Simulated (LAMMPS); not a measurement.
Fault surfaces of Mo (bcc) on several planes, rigid shifts with relaxation along the normal.

Model: machine-learned potential (static), pair style snap, file Mo_Chen_PRM2017.snap; code LAMMPS.

```json
[
 {"plane": "(-1-12)", "largest on the first line": "1730 mJ/m²", "largest on the surface": "3860 mJ/m²", "first line along": "[111]"},
 {"plane": "(-2-13)", "largest on the first line": "1740 mJ/m²", "largest on the surface": "-", "first line along": "[111]"},
 {"plane": "(001)", "largest on the first line": "2820 mJ/m²", "largest on the surface": "3240 mJ/m²", "first line along": "[100]"}
]
```
